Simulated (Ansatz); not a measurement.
ZrSnO₃ (model structure, started from the cubic perovskite type, Pm-3m, No. 221, 5 atoms in the cell) was calculated with HSE06 (PAW; Ansatz, a quantum-chemistry and plane-wave program).

Input file:

Ansatz 0.2 input:
```yaml
crystal:
  lattice:
    - [4.1284381355, 0.0, 0.0]
    - [0.0, 4.1284381355, 0.0]
    - [0.0, 0.0, 4.1284381355]
  atoms:
    - { symbol: Sn, position: [0.0, 0.0, 0.0] }
    - { symbol: Zr, position: [0.5, 0.5, 0.5] }
    - { symbol: O, position: [0.0, 0.5, 0.5] }
    - { symbol: O, position: [0.5, 0.5, 0.0] }
    - { symbol: O, position: [0.5, 0.0, 0.5] }
basis:
  ecutwfc: 460
  ecutrho_ratio: 4
  xc_grid: 2
kpoints:
  mp_grid: { grid: [6, 6, 6] }
hamiltonian:
  xc: hse06
  dispersion: none
  pseudopotentials: { kind: paw }
scf:
  occupations: { method: fermi_dirac, width: 0.01 }
  convergence: { dr2_threshold: 0.0000000005 }
output:
  forces: true
  stress: true
  eigenvalues: true
```

Problem. How many irreducible k-points, plane waves at Γ does the program set up, and what pressure does the run end with?

Solution. 20 irreducible k-points, 1575 plane waves at Γ; P = 0.89 GPa, so the cell is compressed on average and its volume would grow at this level.

Output (set-up and result lines):

```
WARN output.stress: scf.exx.energy_threshold = 1e-6 eV is looser than the 5e-8 eV advised for a stress under a hybrid functional (1e-8 eV for each atom of the …
Crystal: 5 atoms, lattice volume = 70.365 Å³
Basis set: ecut = 460 eV, 1575 PW (Γ), exchange–correlation on 60×60×60 points (8 copies of the dense FFT grid, shifted against one another)
Bands: 27, of which v1, the nominal top of the filled ones, is band 22 counted from 1 (21 counted from 0)
Symmetry: 48 space group operations
Space group: Pm-3m (ITA 221), of the structure as read, at distance tolerance 4.1e-5 Å
k-points: 20 of 216
SCF iter   1: F=—  HF=-11914.462435 eV  |F-HF|=—  |Δ(HF+E_count)|=         —  Δρ=1.86e-3  dr2=2.35e-3
SCF iter   2: F=—  HF=-11914.462517 eV  |F-HF|=—  |Δ(HF+E_count)|=   8.20e-5  Δρ=7.72e-4  dr2=3.79e-4
  ...
Crystal: 5 atoms, lattice volume = 70.365 Å³
Initial density: handed on by an earlier stage of this run
Crystal: 5 atoms, lattice volume = 70.365 Å³
SCF iter   5: F=—  HF=-11920.070793 eV  |F-HF|=—  |Δ(HF+E_count)|=   2.54e-8  Δρ=3.69e-6  dr2=9.22e-9
SCF iter   6: F=-11920.070793 eV  HF=-11920.070793 eV  |F-HF|=5.64e-11  |Δ(HF+E_count)|=   2.47e-9  Δρ=4.09e-7  dr2=1.06e-10
SCF 3 converged in 6 iterations: F = -11920.070793 eV  dr2 = 1.06e-10
Free energy (F): -11920.070792 eV
Internal energy: -11920.070792 eV  (E = F + TS)
E sigma→0 (E₀):  -11920.070792 eV
Fermi energy:    10.391119 eV
--- Forces (eV/Å), atoms counted from 1 ---
  atom   1  Sn    -0.00000000     0.00000000     0.00000000
  atom   2  Zr     0.00000000    -0.00000000    -0.00000000
  atom   3  O      0.00000000     0.00000000     0.00000000
  atom   4  O      0.00000000    -0.00000000     0.00000000
  atom   5  O      0.00000000    -0.00000000    -0.00000000
--- Stress (GPa, compression-positive) ---
        0.891709      -0.000000       0.000000
        0.000000       0.891709       0.000000
        0.000000      -0.000000       0.891709
  P = ⅓ Tr σ = 0.8917 GPa (8.917 kbar)
```

The PAW data were made under PBE.

Note: the relaxation could raise the start's symmetry but not lower it, so the cell can be a saddle point. Note: cell and atoms aren't relaxed at this level (pressure 0.9 GPa).

A model structure was made by putting elements into a prototype or built by hand; it is no filed structure, need not be a known phase, and can be a saddle point held by its symmetry.
